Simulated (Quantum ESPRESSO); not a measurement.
A user runs Quantum ESPRESSO on SrMg5 (R32, 6 atoms in the cell) and asks whether the run is sound. The aim is a self-consistent single point with DFT, PBEsol, plane waves, GBRV 1.5 ultrasoft (PBESOL) pseudopotentials.

Cell that was meant: a = 6.6557 Å, b = 6.6557 Å, c = 6.6557 Å, α = 51.57°, β = 51.57°, γ = 51.57°.

Part of the input:

```fortran
    cosAB = 0.621535475706
    nat = 6
    ntyp = 2
    ecutwfc = 6
    ecutrho = 30
    occupations = 'smearing'
    smearing = 'marzari-vanderbilt'
    degauss = 0.0073499
```

The program printed (abridged):

```
     G-vector sticks info
     --------------------
     sticks:   dense  smooth     PW     G-vecs:    dense   smooth      PW
   [... lines left out ...]
        k(    2) = (  -0.2298806  -0.1327217   0.0770988), wk =   0.0960000
        k(    3) = (  -0.4597613  -0.2654433   0.1541977), wk =   0.0960000
   [... 16 lines left out ...]

     Dense  grid:     3121 G-vectors     FFT dimensions: (  24,  24,  24)

     Smooth grid:     2267 G-vectors     FFT dimensions: (  20,  20,  20)

     Initial potential from superposition of free atoms

     starting charge      58.4681, renormalised to      60.0000

     negative rho (up, down):  5.673E+00 0.000E+00
     Self-consistent Calculation

     iteration #  1     ecut=     6.00 Ry     beta= 0.70

     negative rho (up, down):  6.958E-02 0.000E+00

     total energy              =    -493.27954844 Ry
     estimated scf accuracy    <     134.93366258 Ry

     iteration #  2     ecut=     6.00 Ry     beta= 0.70

     negative rho (up, down):  1.442E-02 0.000E+00

     total energy              =    -506.06924709 Ry
     estimated scf accuracy    <       5.39843372 Ry

     iteration #  3     ecut=     6.00 Ry     beta= 0.70

     negative rho (up, down):  1.413E-02 0.000E+00

     total energy              =    -506.19096285 Ry
     estimated scf accuracy    <       0.35863807 Ry

   [... 5 blocks of this kind left out ...]

     iteration #  9     ecut=     6.00 Ry     beta= 0.70

     negative rho (up, down):  1.410E-02 0.000E+00

     total energy              =    -506.27882533 Ry
     estimated scf accuracy    <       0.00000001 Ry

     iteration # 10     ecut=     6.00 Ry     beta= 0.70

     negative rho (up, down):  1.410E-02 0.000E+00
     End of self-consistent calculation

     the Fermi energy is     9.5031 ev

!    total energy              =    -506.27882535 Ry
     estimated scf accuracy    <          9.0E-10 Ry
     smearing contrib. (-TS)   =      -0.00002544 Ry
     internal energy E=F+TS    =    -506.27879991 Ry

     convergence has been achieved in  10 iterations

     negative rho (up, down):  1.410E-02 0.000E+00

     Forces acting on atoms (cartesian axes, Ry/au):

     atom    1 type  1   force =     0.00000000   -0.00000000    0.00000000
     atom    2 type  2   force =    -0.00344230    0.00596224    0.00000000
     atom    3 type  2   force =    -0.00344230   -0.00596224   -0.00000000
     atom    4 type  2   force =     0.00688460    0.00000000    0.00000000
   [... lines left out ...]
     Total force =     0.025776     Total SCF correction =     0.000070
   [... lines left out ...]

     negative rho (up, down):  1.410E-02 0.000E+00
          total   stress  (Ry/bohr**3)                   (kbar)     P=   -21110.04
  -0.14333343   0.00000000   0.00000000       -21085.08        0.00        0.00
  -0.00000000  -0.14333343  -0.00000000           -0.00   -21085.08       -0.00
  -0.00000000  -0.00000000  -0.14384261           -0.00       -0.00   -21159.98

   JOB DONE.
```

Problem. Can these results be used? Check the input.

Solution. The run is not sound. The fault is a basis or grid far too coarse for these potentials. Far below the cutoff that the potentials were made for, the basis cannot represent the orbitals near the nuclei, and energies, forces and above all the stress go wrong. To fix it, restore the cutoff that the potentials need and check convergence. The run converged in 10 iterations without an error; against the sound input the free energy goes up by 429 eV/atom, the pressure goes from -0.80 to -2111 GPa and the largest force goes from 0.100 to 0.415 eV/Å.

An input that runs soundly differs in these lines (not the only fix; some lines may just follow from the change or write a value another way):
```diff
-    ecutwfc = 6
-    ecutrho = 30
+    ecutwfc = 40
+    ecutrho = 200
```

With that input, the run converged in 8 iterations: free energy E − TS -9464.3385 eV; Fermi level (on the code's own zero) 5.23 eV; pressure -0.80 GPa; largest force (vector length) 0.100 eV/Å (DFT, PBEsol, plane waves, GBRV 1.5 ultrasoft (PBESOL) pseudopotentials).

On the sound input: the starting cell comes from a database of computed structures (which also holds hypothetical and non-ambient phases and stackings), without a prior relaxation at this level.
